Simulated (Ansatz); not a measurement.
**Point defect N on the C site (N_C) in graphite**

Computed with PBE-D3(BJ), PAW (plane waves to 420 eV; Ansatz, a quantum-chemistry and plane-wave program). Details: 64-site cell; 3×3×4 Γ-centred k-points; start: the C(1) site; not converged in cell size.

Neighbours after relaxation, in Å: of the N atom: C 1.41, C 1.41, C 1.41.

Formation energies E_f are those of the neutral cell. Chemical conditions: host crystal and elements as references (Δμ(C) = 0.00 eV, Δμ(N) = 0.00 eV; N taken from its element, since no compound that bounds it was computed at this level; only phases computed here count, gases as isolated molecules at 0 K). Reference phases: C: graphite, N: N2 molecule in a box.

```
charge         moment (μB)  point group  largest move off a lattice site (Å)  E_f, host crystal and elements as references (eV)
------  ------------------  -----------  -----------------------------------  -------------------------------------------------
0       not spin-polarised          D3h                                 0.02                                               0.72
```

Point groups are those of the whole cell at tolerances of 0.03 and 0.1 Å ("near" where only the looser one holds); none is given for unsettled states.

All states together cost roughly 24 core-minutes.
